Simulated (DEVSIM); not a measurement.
System: Al0.3Ga0.7As/GaAs p-n heterojunction, at 350 K.

Layer 1 from the left is Al0.3Ga0.7As, thickness (μm) 0.0960, Na (cm⁻³) 9.2e16, τn (s) 2.7e-8, τp (s) 2.7e-8. Layer 2 from the left is GaAs, thickness (μm) 3.80, Nd (cm⁻³) 4.3e16, τn (s) 2.7e-8, τp (s) 2.7e-8.

Left contact: ohmic. Right contact: ohmic. Voltage is applied to the left contact. Recombination: SRH at mid-gap. Mobility is constant in doping.

Constants are typed, rounded textbook-type inputs, not results; the design itself was drawn at random and stands for no fabricated device. Values at 300 K; Nc and Nv go as T^1.5, mobilities as T to minus their exponent, the gap by Varshni's rule with the affinity fixed.

Al0.3Ga0.7As: gap (eV) 1.7981, affinity (eV) 3.833, permittivity 12.05, Nc (cm⁻³) 6.96e17, Nv (cm⁻³) 9e18, μn (cm²/Vs) 3880, μp (cm²/Vs) 197, T exponent of μn 2.1, T exponent of μp 2.2, Varshni α (eV/K) 0.000541, Varshni β (K) 204. GaAs: gap (eV) 1.424, affinity (eV) 4.07, permittivity 12.9, Nc (cm⁻³) 4.7e17, Nv (cm⁻³) 9e18, μn (cm²/Vs) 8500, μp (cm²/Vs) 400, T exponent of μn 2.1, T exponent of μp 2.2, Varshni α (eV/K) 0.000541, Varshni β (K) 204.

Simulated with DEVSIM: 1D drift-diffusion, Boltzmann statistics, complete ionisation; no tunnelling, impact ionisation, image-force lowering or self-heating. Band offsets follow the typed affinities; no thermionic-emission limit at abrupt steps, no polarisation charge.

Problem. What does the simulation give for the dark forward voltage at 100 A/cm², the dark forward voltage at 1 A/cm²?

Solution. dark forward voltage at 100 A/cm² 1.145 V; dark forward voltage at 1 A/cm² 0.995 V.
